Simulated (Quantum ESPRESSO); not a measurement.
A self-consistent single point of ScPt₃ (P1, 4 atoms in the cell) with Quantum ESPRESSO.

Computed with PBEsol, GBRV 1.5 ultrasoft (PBESOL) pseudopotentials (plane waves; Quantum ESPRESSO).

```xyz
4
Lattice="3.9540 0.0000 0.0000 0.0000 3.9540 0.0000 0.0000 0.0000 3.9540" Properties=species:S:1:pos:R:3 pbc="T T T"
Sc     0.0191     0.0161    -0.0068
Pt    -0.0366     1.9197     1.9936
Pt     1.9284    -0.0840     1.9524
Pt     2.0431     2.1022     0.0149
```

Reference input (self-consistent single point, DFT, PBEsol, plane waves, GBRV 1.5 ultrasoft (PBESOL) pseudopotentials): ecutwfc = 50 Ry; ecutrho = 400 Ry; occupations = smearing; smearing = marzari-vanderbilt; degauss = 0.019992 Ry; potentials = {Sc: sc_pbesol_v1.uspp.F.UPF, Pt: pt_pbesol_v1.4.uspp.F.UPF}; K_POINTS = automatic 6 6 6 0 0 0; conv_thr = 1e-10 Ry; mixing_beta = 0.4. This run's input differs from it in these lines:

```diff
@@ -19,3 +19,3 @@
 &electrons
-    conv_thr = 1.0d-10,
+    conv_thr = 7.3e-04,
     mixing_beta = 0.4,
```

Output (repeated stretches shortened):

```
     Self-consistent Calculation

     iteration #  1     ecut=    50.00 Ry     beta= 0.40

     negative rho (up, down):  5.209E-01 0.000E+00

     total energy              =    -724.10065727 Ry
     estimated scf accuracy    <       5.91587627 Ry

     iteration #  2     ecut=    50.00 Ry     beta= 0.40

     negative rho (up, down):  5.257E-01 0.000E+00

     total energy              =    -726.07001392 Ry
     estimated scf accuracy    <       2.52077857 Ry

     iteration #  3     ecut=    50.00 Ry     beta= 0.40

     negative rho (up, down):  5.170E-01 0.000E+00

     total energy              =    -726.01839546 Ry
     estimated scf accuracy    <       0.33536850 Ry

   [... 4 blocks of this kind left out ...]

     iteration #  8     ecut=    50.00 Ry     beta= 0.40

     negative rho (up, down):  5.169E-01 0.000E+00

     total energy              =    -726.20075734 Ry
     estimated scf accuracy    <       0.00156698 Ry

     iteration #  9     ecut=    50.00 Ry     beta= 0.40

     negative rho (up, down):  5.173E-01 0.000E+00
     End of self-consistent calculation

     Number of k-points >= 100: set verbosity='high' to print the bands.

     the Fermi energy is    20.0598 ev

!    total energy              =    -726.20088419 Ry
     estimated scf accuracy    <       0.00012026 Ry
     smearing contrib. (-TS)   =       0.00031069 Ry
     internal energy E=F+TS    =    -726.20119488 Ry

     convergence has been achieved in   9 iterations

     negative rho (up, down):  5.173E-01 0.000E+00

     Forces acting on atoms (cartesian axes, Ry/au):

     atom    1 type  1   force =    -0.00406206    0.00322658    0.00116883
     atom    2 type  2   force =     0.02206609    0.00924269   -0.00509101
     atom    3 type  2   force =     0.01548255    0.06068012    0.01636715
     atom    4 type  2   force =    -0.03348659   -0.07314938   -0.01244497

     Total force =     0.106973     Total SCF correction =     0.006035

     negative rho (up, down):  5.173E-01 0.000E+00
          total   stress  (Ry/bohr**3)                   (kbar)     P=       27.85
   0.00009265  -0.00000969  -0.00000507           13.63       -1.43       -0.75
  -0.00000969   0.00019111   0.00006262           -1.43       28.11        9.21
  -0.00000507   0.00006262   0.00028422           -0.75        9.21       41.81

   JOB DONE.
```

The run converged in 9 iterations. Against the reference run the free energy hardly moves (within 1 meV/atom), the pressure goes from 1.63 to 2.79 GPa and the largest force moves little (2.098 to 2.093 eV/Å).

The starting cell comes from a database of published, mostly measured structures (it also holds non-ambient and calculated ones), without a prior relaxation at this level. Its atoms were displaced at random from the sites of space group no. 221. Spin polarisation is off. Forces in this geometry exceed 1 eV/Å.

Cost on one core of a shared machine: roughly 3 min.
